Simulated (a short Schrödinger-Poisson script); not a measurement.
Structure: gated Al0.25Ga0.75As/GaAs δ-doped gas, at 300 K.

```
layer        material  thickness (nm)  Na (cm⁻³)
-----  --------------  --------------  ---------
1      Al0.25Ga0.75As              10          -
2      Al0.25Ga0.75As               5          -
3                GaAs            6000       7e14
```

Constants are typed, rounded textbook-type inputs, not results; the design itself was drawn at random and stands for no fabricated device. Al0.25Ga0.75As: permittivity 12.19, conduction-band edge (eV) 0.198, gap (eV) 1.736, electron mass (mₑ) 0.0878, Nv at 300 K (cm⁻³) 9e18. GaAs: permittivity 12.9, conduction-band edge (eV) 0, gap (eV) 1.424, Nv at 300 K (cm⁻³) 9e18.

Channel valleys (confinement mass, in-plane density-of-states mass, number): Γ 0.067, 0.067, 1. At the gate the conduction-band edge of layer 1 lies 0.95 eV − eVg above the Fermi level of the channel; the field vanishes at the back. Sheet of ionised δ-doping: +1.8e12 e/cm² at 10 nm from the gate. The barrier under the gate holds no holes. Gaps are held at their typed values at every temperature. Mesh 0.08 nm at interfaces.

Solved with a short Schrödinger-Poisson script written for these runs: 1D Poisson equation in equilibrium, electrons quantum, Hartree (BenDaniel-Duke, 40 states a valley, the channel's in-plane mass for all, wave functions free to enter the barrier), parabolic valleys, classical holes, full ionisation, no traps, pinning or gate leakage.

Task: List the lowest subbands of each valley and their electrons at Vg = 0.5 V.

Result: 
```tsv
valley	subband	energy from the Fermi level (meV)	electrons (cm⁻²)	share (%)
Γ	0	64.7	5.68e10	51.6
Γ	1	88.6	2.31e10	21.0
Γ	2	106.3	1.17e10	10.6
```

All electrons: 1.10e11 cm⁻².
